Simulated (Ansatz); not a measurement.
**MgZnO2 (R-3m, No. 166, 4 atoms in the cell; start mp-1221939)**

Calculation: PBE0 in Ansatz (PAW).

Numerical settings: plane-wave cutoff 460 eV, 10×10×10 k mesh, Fermi–Dirac smearing 0.01 eV, scalar-relativistic PAW data made under PBE.

Cell (relaxed with PBEsol):

```
MgZnO2
1.0
    1.50283     0.86766     4.86936
   -1.50283     0.86766     4.86936
    0.00000    -1.73532     4.86936
Mg Zn O
1 1 2
Direct
  0.00000   0.00000   0.00000
  0.50000   0.50000   0.50000
  0.25206   0.25206   0.25206
  0.74794   0.74794   0.74794
```

```json
{
  "band_gap": "5.18 eV (on the SCF k mesh) (indirect)",
  "smallest_direct_gap_on_the_k_points_sampled": "5.55 eV"
}
```

Note: cell and atoms aren't relaxed at this level.

The result took around 7 core-minutes (rough).

A start named mp-… is a Materials Project structure, which need not be a measured phase.

Ansatz is a program for electronic structure.
